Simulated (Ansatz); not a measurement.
Ti under a change: uniaxial strain ε_xx = −1.50 %

The reference is Ti in the hcp (Mg type) structure (space group P6_3/mmc, No. 194; a = 2.9364 Å, c = 4.6402 Å; relaxed with 0.1 eV smearing). Axes: x lies along a and z along c of the hexagonal cell.

Now apply this change: uniaxial strain ε_xx = −1.50 %, all other strain components held at zero, atoms relaxed at fixed cell.

Calculations: r2SCAN/PAW in Ansatz (a first-principles code), no spin-orbit coupling. k-mesh 23×23×13 (Γ-centred); smearing 0.1 eV (Fermi–Dirac).

The volume per atom shrinks by 0.26 Å³ (17.32 Å³ → 17.06 Å³) and the space group becomes Cmcm (No. 63) (base: P6_3/mmc (No. 194)). The shortest interatomic distance drops by 0.019 Å to 2.855 Å and the energy goes up by 2.2 meV/atom. The pressure (mean of the normal stresses, compression positive) goes from zero to 1.8 GPa and the band gap stays zero. The largest internal atomic displacement is 0.016 Å and the stress (xx, yy, zz, yz, xz, xy; compression positive) comes out as (2.8, 1.5, 1.2, 0.0, 0.0, 0.0) GPa.

Cost of the whole job for the changed cell (relaxation, final SCF and bands): around 4 core-minutes (rough).

Whether these cells are dynamically stable was not tested. All final runs are without spin polarisation.
